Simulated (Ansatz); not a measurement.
## Response to strain in hypothetical zinc blende BiB

Consider BiB in the zinc blende structure (space group F-43m, No. 216; a hypothetical phase, not in the database extracts checked).

```xyz
2
Lattice="0.0000 2.7278 2.7278 2.7278 0.0000 2.7278 2.7278 2.7278 0.0000" Properties=species:S:1:pos:R:3 pbc="T T T"
Bi     4.0917     4.0917     4.0917
B      0.0000     0.0000     0.0000
```

Cartesian axes are those of the cell as printed.

Strains are applied to the cell and any free atomic positions relax; under biaxial strain the out-of-plane vector relaxes too; under stress the whole cell relaxes.

The values are results of Kohn–Sham DFT with the PBEsol functional, run in Ansatz (a program for electronic structure) with PAW and 420 eV plane waves, scalar-relativistic without spin-orbit coupling, not measurements.

Notes on the quantities. energy relative to the base: free energy F; pressure: mean of the normal stresses, compression positive.

| case | band gap | energy relative to the base | pressure |
|---|---|---|---|
| base | 0.45 eV | 0 meV/atom | 0.00 GPa |
| biaxial strain +1.24 %, plane normal [110], relaxed out of plane | 0.20 eV | +3.7 meV/atom | -1.57 GPa |
| isotropic strain −0.84 % | (withheld) | +3.4 meV/atom | 2.19 GPa |
| tensor shear ε_xz = −2.49 % | zero | (withheld) | 0.2 GPa |
| uniaxial stress, 3 GPa compression along x | (withheld) | (withheld) | – |

**Question.** What belongs in the blanks?

**Answer.** 
- isotropic strain −0.84 %, band gap: 0.55 eV
- tensor shear ε_xz = −2.49 %, energy relative to the base: +12 meV/atom
- uniaxial stress, 3 GPa compression along x, band gap: 0.21 eV
- uniaxial stress, 3 GPa compression along x, energy relative to the base: +5.1 meV/atom

A biaxial case was relaxed in a doubled cell and then solved in the primitive one. With Bi present, leaving out spin-orbit coupling can change the band edges. Beyond what the load breaks, stability against distortions was not tested. The final runs are not spin-polarised. Gaps under 0.05 eV, about the width of the smearing, are given as zero. A zero or small gap of BiB under biaxial strain +1.24 %, plane normal [110], relaxed out of plane, BiB under tensor shear ε_xz = −2.49 % and BiB under uniaxial stress, 3 GPa compression along x can be the functional's error rather than a property of the material.
